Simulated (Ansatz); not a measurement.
Input:

```
LiF
1.0
    3.09576     0.00000     0.00000
   -1.54788     2.68101     0.00000
    0.00000     0.00000     4.81190
Li F
2 2
Direct
  0.33333   0.66667   0.38231
  0.66667   0.33333   0.88231
  0.33333   0.66667   0.99268
  0.66667   0.33333   0.49268
```

The numbers are results of PBEsol, rigid bands (plane waves, PAW, scalar-relativistic; Ansatz, a first-principles code), not measurements. Geometry: cell and atoms relaxed with PBEsol.

Q: Predict the electron conductivity mass (n e² τ/σ) at 300 K, by direction if it differs.

A: 0.85 (x), 0.85 (y), 0.83 (z) mₑ.

Q: What conductivity effective mass do dilute holes have at 300 K?

A: 7.9 (x), 7.9 (y), 1.58 (z) mₑ.

Q: And the band gap?

A: 7.60 eV at this level; semilocal functionals usually fall short of the measured gap.

Rigid bands, one relaxation time for all states, no polarons. Spin-orbit coupling is left out.

Computed structure with no diffraction record at hand here (it may be known, metastable or hypothetical): LiF (P6_3mc).
